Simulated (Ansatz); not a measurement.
Take CuI in the zinc blende structure (space group F-43m, No. 216) as the base.

```yaml
crystal:
  lattice:
    - [0.00000, 2.96965, 2.96965]
    - [2.96965, 0.00000, 2.96965]
    - [2.96965, 2.96965, 0.00000]
  atoms:
    - { symbol: I, position: [0.75000, 0.75000, 0.75000] }
    - { symbol: Cu, position: [0.00000, 0.00000, 0.00000] }
```

The values are results of PBEsol, PAW, 420 eV (Ansatz, an electronic-structure program; no SOC), not measurements.

Base values:

* **Valley order**: Γ 1.17 eV; L along ⟨111⟩ 2.11 eV; X along ⟨100⟩ 2.47 eV

It is then changed as follows: cell and atoms relaxed at a pressure of 4.5 GPa.

Predict the new valley order and mean gap deformation potential ΔEg/Δln V.

The valley order (the lowest conduction-band minima on the path, energy above the VBM, named in the base's zone) changes from Γ 1.17 eV; L along ⟨111⟩ 2.11 eV; X along ⟨100⟩ 2.47 eV to Γ 1.40 eV; L along ⟨111⟩ 2.17 eV; X along ⟨100⟩ 2.31 eV; the mean gap deformation potential ΔEg/Δln V amounts to -3.0 eV.

With I present, leaving out spin-orbit coupling can change the band edges. Load acts through the strain it causes; cell and atoms are relaxed under it. No phonon test of stability was made. Tetrahedral semiconductors of this kind turn to denser phases somewhere between about 1 and 50 GPa; those were not computed, so compressed cells here can lie past the real transition. All final runs are without spin polarisation.
